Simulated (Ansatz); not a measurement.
Ti: response to strain

The reference is Ti in the hcp (Mg type) structure (space group P6_3/mmc, No. 194; a = 2.9359 Å, c = 4.6364 Å). Axes: x lies along a and z along c of the hexagonal cell.

Strains are applied to the cell and any free atomic positions relax; under biaxial strain the out-of-plane vector relaxes too.

Computed with Ansatz (a quantum-chemistry and plane-wave program), r2SCAN, PAW, cutoff 500 eV, scalar-relativistic without spin-orbit coupling.

Notes on the quantities. pressure: mean of the normal stresses, compression positive.

```csv
change,pressure,shortest interatomic distance
base,0.0 GPa,2.872 Å
"biaxial strain −4.16 %, plane normal [001], relaxed out of plane",6.6 GPa,2.814 Å
"biaxial strain −3.64 %, plane normal [001], relaxed out of plane",5.7 GPa,2.829 Å
"biaxial strain −2.07 %, plane normal [001], relaxed out of plane",3.2 GPa,2.875 Å
"biaxial strain +3.48 %, plane normal [001], relaxed out of plane",-4.5 GPa,2.859 Å
"biaxial strain +3.79 %, plane normal [001], relaxed out of plane",-4.9 GPa,2.858 Å
"biaxial strain +4.66 %, plane normal [001], relaxed out of plane",-5.7 GPa,2.854 Å
isotropic strain +4.84 %,-12.9 GPa,3.011 Å
uniaxial strain ε_yy = +0.21 %,-0.2 GPa,2.871 Å
tensor shear ε_xy = +0.89 %,0.0 GPa,2.863 Å
```

Without a gap, meshes like the base's 18×18×10 leave anisotropic stresses uncertain by several tenths of a GPa, and small strain energies with them. Whether these cells are dynamically stable was not tested. The final runs are not spin-polarised.
